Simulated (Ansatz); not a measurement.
Consider Pt in the fcc (Cu type) structure (space group Fm-3m, No. 225).

```
CELL_PARAMETERS angstrom
      0.00000     1.94697     1.94697
      1.94697     0.00000     1.94697
      1.94697     1.94697     0.00000
ATOMIC_POSITIONS crystal
  Pt 0.00000 0.00000 0.00000
```

Calculations: DFT with LDA, PAW potentials and a 420 eV plane-wave cutoff in Ansatz (a first-principles code), without spin-orbit coupling.

Base values:

- Volume per atom: 14.76 Å³

It is then changed as follows: a hydrostatic pressure of 30 GPa.

### Question
What does the calculation give for the volume per atom after the change?

### Answer
The volume per atom falls by 1.12 Å³, from 14.76 Å³ to 13.64 Å³.

Load acts through the strain it causes; cell and atoms are relaxed under it. No phonon test of stability was made. No other phases were tried under pressure. The final runs are not spin-polarised.
